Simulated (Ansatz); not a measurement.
Relaxation of cell and atoms of Ag3Sb (Pmmn, 8 atoms in the cell) at several settings

```xyz
8
Lattice="4.8500 0.0000 0.0000 0.0000 5.9900 0.0000 0.0000 0.0000 5.2400" Properties=species:S:1:pos:R:3 pbc="T T T"
Ag     0.0000     1.4975     0.8751
Ag     0.0000     4.4925     0.8751
Ag     2.4250     4.4925     4.3649
Ag     2.4250     1.4975     4.3649
Sb     0.0000     0.0000     3.4951
Sb     2.4250     2.9950     1.7449
Ag     2.4250     0.0000     1.7449
Ag     0.0000     2.9950     3.4951
```

Base: PBEsol, default PAW files made with PBE (Ansatz, an electronic-structure program). Its settings: basis.ecutwfc = 420 eV; kpoints.mp_grid.grid = 6 5 5; hamiltonian.xc = pbesol; hamiltonian.pseudopotentials = {kind: paw} (the program's default PAW files); scf.occupations.method = gaussian; scf.occupations.width = 0.2 eV. Starting volume 19.03 Å³ per atom.

Each line gives the change from the base single point and the result:

- relax: default → cell and atoms: pressure 0.00 GPa; final cell a = 4.833 Å, b = 5.911 Å, c = 5.226 Å, α = 90.00°, β = 90.00°, γ = 90.00°; final volume per atom 18.66 Å³; relaxation steps 7; free energy against the base single point -7.9 meV/atom.
- relax: default → cell and atoms; relax.cell.p_target: default → 5 GPa: pressure 5.00 GPa; largest force (vector length) 0.007 eV/Å; final cell a = 4.769 Å, b = 5.827 Å, c = 5.135 Å, α = β = γ = 90.00°; final volume per atom 17.84 Å³; relaxation steps 6; free energy against the base single point 4.3 meV/atom.

The starting cell comes from a database of published, mostly measured structures (it also holds non-ambient and calculated ones), without a prior relaxation at this level. Ansatz's pressure includes its estimate of the finite-basis (Pulay) stress. The run gives no clean gap (levels at the Fermi energy touch, overlap or are partly filled at this smearing), which alone does not show that the compound is a metal.

Left out of this page: 1 run of the series held back from this collection.

Keys are those of Ansatz 0.2.
